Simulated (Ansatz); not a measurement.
Worked example: relaxation of cell and atoms of InHO2 (Pmn2_1, 8 atoms in the cell) in Ansatz (a program for electronic structure).

Computed with LDA (PW92), PAW files made with PBE (plane waves; Ansatz).

```xyz
8
Lattice="3.2985 0.0000 0.0000 0.0000 4.5905 0.0000 0.0000 0.0000 5.3021" Properties=species:S:1:pos:R:3 pbc="T T T"
In     0.0000     3.3416     0.0019
In     1.6493     1.2489     2.6529
H      0.0000     3.6775     2.5403
H      1.6493     0.9131     5.1914
O      0.0000     2.4000     3.3855
O      1.6493     2.1905     0.7344
O      0.0000     4.5060     1.9301
O      1.6493     0.0846     4.5812
```

Reference input (self-consistent single point, DFT, LDA (PW92), plane waves, PAW files made with PBE): basis.ecutwfc = 420 eV; kpoints.mp_grid.grid = 7 5 4; hamiltonian.xc = lda; hamiltonian.pseudopotentials = {kind: paw} (the program's default PAW files); scf.occupations.method = fermi_dirac; scf.occupations.width = 0.01 eV. This run's input differs from it in these lines:

```diff
@@ -28,2 +28,4 @@
     width: 0.01
+relax:
+  cell: {}
 output:
```

Output (repeated stretches shortened):

```
   [... SCF lines of the steps left out ...]
relax step   1: F+E_penalty+E_count = -13168.38760165 eV  Δ(F+E_penalty+E_count) = +0.000e0 eV  max|allowed force component| = 4.992e-1 eV/Å  Δτ_max = 0.0000 Å  P = -4.616 GPa  Ω = 80.284 Å³  (8 SCF iters, dr2 threshold 1.00e-7 eV, accepted)
relax step   2: F+E_penalty+E_count = -13168.44854747 eV  Δ(F+E_penalty+E_count) = -6.095e-2 eV  max|allowed force component| = 3.885e-1 eV/Å  Δτ_max = 0.0148 Å  P = +0.750 GPa  Ω = 77.549 Å³  energy of the carried Pulay correction = +1.032e-2 eV  [...]
   [... lines left out ...]
relax step  10: F+E_penalty+E_count = -13168.48004578 eV  Δ(F+E_penalty+E_count) = +1.835e-4 eV  max|allowed force component| = 7.293e-4 eV/Å  Δτ_max = 0.0005 Å  P = +0.002 GPa  Ω = 76.728 Å³  energy of the carried Pulay correction = +4.955e-4 eV  [...]
relax step  11: F+E_penalty+E_count = -13168.47955423 eV  Δ(F+E_penalty+E_count) = +4.916e-4 eV  max|allowed force component| = 7.194e-4 eV/Å  Δτ_max = 0.0000 Å  P = -0.004 GPa  Ω = 76.728 Å³  stress off target by 8.28e-3 GPa  SCF on the basis [...]
basis re-selected at this cell: Δ(F+E_penalty+E_count) = +4.916e-4 eV, ΔP = -0.007 GPa vs the last step
the relaxation is at rest under the 4 symmetry operations that the run kept from its start: a minimum is not shown …
Stability not checked: this state was not tested for a lower state beside it, because too few of the mixer's solves of this state at the end of the SCF gave a …
Free energy (F): -13168.479554 eV
Internal energy: -13168.479554 eV  (E = F + TS)
   [... lines left out ...]
Fermi energy:    8.662735 eV
  cell:  # Å, volume = 76.7276 Å³
   [... lines left out ...]
    - { symbol: H, position: [0.5, 0.22247532903740583, 0.986982603122649] }
    - { symbol: O, position: [-1.4597013372648446e-35, 0.5275139319205592, 0.6322068953935731] }
    - { symbol: O, position: [0.5, 0.47248606807944094, 0.132206895393573] }
    - { symbol: O, position: [4.379104011794533e-35, 0.9764719374673598, 0.3645387796450908] }
    - { symbol: O, position: [0.5, 0.023528062532640337, 0.8645387796450906] }
```

The run converged. 

Summary of the result:
Free energy E − TS (on the zero of these files): -13168.4796 eV
Top of the valence band (on the code's own zero): 7.58 eV
Gap on the k-point mesh: 2.16 eV
Pressure: 0.00 GPa
Final cell: a = 3.2569 Å, b = 4.5009 Å, c = 5.2342 Å, α = 90.00°, β = 90.00°, γ = 90.00°
Final volume per atom: 9.59 Å³
Relaxation steps: 11

The starting cell comes from a database of computed structures (which also holds hypothetical and non-ambient phases and stackings), without a prior relaxation at this level. The relaxation keeps the symmetry of its start, so its end need not be a minimum. Ansatz's pressure includes its estimate of the finite-basis (Pulay) stress. Without the estimate this run gives -0.59 GPa.

Cost on one core of a shared machine: roughly 50 s.

Keys are those of Ansatz 0.2.
